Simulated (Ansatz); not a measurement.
The reference is Mg3SnO in the anti-perovskite structure (space group Pm-3m, No. 221; a = 4.3909 Å; a hypothetical phase, not in the database extracts checked).

Calculations: plane-wave PAW DFT at the PBE level (Ansatz, an electronic-structure program, 420 eV), no SOC.

Before the change:

The pressure is 0.0 GPa and the band gap is zero.

Perturbation: the cell is scaled by 1.0071 in all directions, atoms relaxed at fixed cell.

Problem. Predict the new energy relative to the base.

Solution. The energy rises by 1.6 meV/atom.

Problem. What happens to the pressure?

Solution. The pressure goes from zero to -1.4 GPa.

Problem. Estimate the effect on the band gap.

Solution. The band gap remains zero.

The cells carry an imposed strain or load. No phonon test of stability was made. The final runs are not spin-polarised. A zero or small gap of Mg3SnO can be the functional's error rather than a property of the material.
